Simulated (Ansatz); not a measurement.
# Pressure series in WSi2

The parent structure is WSi2 (space group I4/mmm, No. 139).

WSi₂ has the tetragonal space group I4/mmm (No. 139), Pearson symbol tI6. Lattice parameters: a = b = 3.2292 Å, c = 7.8672 Å, α = β = γ = 90.00°. W on 2a has 10 Si at 2.628–2.632 Å and 4 W at 3.229 Å. Si on 4e is coordinated by 5 Si at 2.603–2.643 Å and 5 W at 2.628–2.632 Å. (Neighbours: up to the widest gap in distance over summed covalent radii, below 1.35, at either atom; cation-cation and far metal-metal contacts left out.)
(The calculation used a cell of 3 atoms; values per cell refer to that cell.)

Cell and atoms are relaxed at each pressure.

The values are results of DFT with PBE, PAW potentials and a 420 eV plane-wave cutoff in Ansatz (a program for electronic structure), spin-orbit coupling left out, not measurements.

Two rows of this table had their results exchanged by mistake.

```tsv
pressure	volume per atom (Å³)	shortest distance (Å)	band gap
pressure −2 GPa	13.80	2.607	zero
pressure −1 GPa	11.63	2.483	zero
pressure 3 GPa	13.49	2.596	zero
pressure 7 GPa	13.27	2.588	zero
pressure 15 GPa	12.87	2.573	zero
pressure 30 GPa	12.26	2.534	zero
pressure 50 GPa	13.74	2.605	zero
pressure 75 GPa	11.01	2.433	zero
pressure 100 GPa	10.52	2.391	zero
```

Problem. Which two?

Solution. The rows for pressure −1 GPa and pressure 50 GPa: the volume has to fall steadily with pressure, so 13.74 Å³ belongs to pressure −1 GPa and 11.63 Å³ to pressure 50 GPa.

Load acts through the strain it causes; cell and atoms are relaxed under it. Whether these cells are dynamically stable was not tested. Competing high-pressure phases were not computed. The final runs are not spin-polarised.
